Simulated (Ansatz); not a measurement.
Base system: Cu in the fcc (Cu type) structure (space group Fm-3m, No. 225; relaxed with 0.1 eV smearing).

```
CELL_PARAMETERS angstrom
      0.00000     1.81494     1.81494
      1.81494     0.00000     1.81494
      1.81494     1.81494     0.00000
ATOMIC_POSITIONS crystal
  Cu 0.00000 0.00000 0.00000
```

The values are results of PBE (Ansatz, a quantum-chemistry and plane-wave program; PAW; 420 eV plane waves; scalar-relativistic without spin-orbit coupling), not measurements.

Before the change:

| Item | Result |
|---|---|
| Pressure | 0.0 GPa |

Now apply this change: an isotropic linear strain of +2.00 %, atoms relaxed at fixed cell.

Predict the new pressure and energy relative to the base.

The pressure goes from zero to -7.2 GPa; the energy grows by 17 meV/atom.

No phonon test of stability was made. All final runs are without spin polarisation.
